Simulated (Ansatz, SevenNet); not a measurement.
For CoSn (P6/mmm, No. 191, 6 atoms in the cell; start mp-20536), the machine-learned potential SevenNet-0 (trained on PBE and PBE+U data) gives:

```
Item                              Value
------------------------------  -------
equilibrium lattice constant a  5.294 Å
lattice parameter c             4.238 Å
```

**Question.** What does LDA (Ansatz, a first-principles code, PAW) give for the same quantities?

**Answer.** 
- lattice constant a: 5.167 Å (falls by 2.4 %)
- lattice parameter c: 4.135 Å (drops by 2.4 %)

Changes are worked out from the printed values.

Unless a cell is named, each level is at its own relaxed cell (SevenNet-0 17.14, LDA 15.94 Å³/atom).

The crystal itself was run without spin with LDA; a magnetic state was not tried in these runs.

Caveats: the relaxation could not lower the start's symmetry, so the cell can be a saddle point above a distorted one (SevenNet-0, LDA). Ansatz's density-functional and Hartree–Fock values are scalar-relativistic unless marked +SOC, with PAW data made under PBE.

A start named mp-… is a Materials Project structure, which need not be a measured phase.
